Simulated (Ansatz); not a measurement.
```yaml
crystal:
  lattice:
    - [-5.36816, 3.46539, -0.00086]
    - [5.36816, 3.46539, 0.00086]
    - [-0.00094, -3.46539, -5.82297]
  atoms:
    - { symbol: Ge, position: [0.67777, 0.48915, 0.41239] }
    - { symbol: Ge, position: [0.17324, 0.98462, 0.41239] }
    - { symbol: Ge, position: [0.81928, 0.01699, 0.58626] }
    - { symbol: Ge, position: [0.32826, 0.51150, 0.58976] }
    - { symbol: Ge, position: [0.73524, 0.42579, 0.91104] }
    - { symbol: Si, position: [0.23961, 0.92757, 0.91718] }
    - { symbol: Ge, position: [0.76194, 0.07329, 0.08519] }
    - { symbol: Ge, position: [0.26189, 0.57324, 0.08519] }
    - { symbol: Ni, position: [0.52087, 0.03262, 0.30349] }
    - { symbol: Ni, position: [0.02887, 0.53193, 0.31080] }
    - { symbol: Ni, position: [0.98212, 0.48027, 0.69458] }
    - { symbol: Ni, position: [0.46430, 0.96245, 0.69458] }
    - { symbol: Ni, position: [0.79544, 0.78368, 0.81173] }
    - { symbol: Ni, position: [0.27805, 0.26629, 0.81173] }
    - { symbol: Ni, position: [0.71552, 0.72337, 0.18889] }
    - { symbol: Ni, position: [0.21760, 0.21721, 0.18481] }
```

The mixing enthalpy is taken against the end members in the MnP type type (which need not be the stable form of every end member), relaxed in the same cell and mesh.

All values below come from PBE (plane waves to 420 eV, PAW; Ansatz, an electronic-structure program). No spin–orbit coupling; the runs are not spin-polarised. Its k-point mesh 6×6×6, Fermi–Dirac width 0.05 eV.

Q: Give the composition and order of this alloy cell, and its volume, bond lengths and mixing enthalpy.

A: A 16-atom cell of Ni(Si,Ge) started in the MnP type structure, site fractions Si 0.125, Ge 0.875, short-range order -0.14 among the nearest mixed sites of the first mixed sublattice (0 is random, a negative value favours unlike neighbours), space group Cm at the end.
* **volume per atom**: 13.54 Å³
* **Ge–Ni bonds (within 1.22 times the sum of covalent radii)**: 2.439 Å on average, from 2.349 to 2.555 (42)
* **Ni–Si bonds (within 1.22 times the sum of covalent radii)**: 2.371 Å on average, from 2.286 to 2.441 (6)
* **mixing enthalpy per site of the mixed sublattice**: 8 meV
* **departure of the mean lattice parameter from Vegard's line**: under 0.15 %, inside the noise of the relaxations
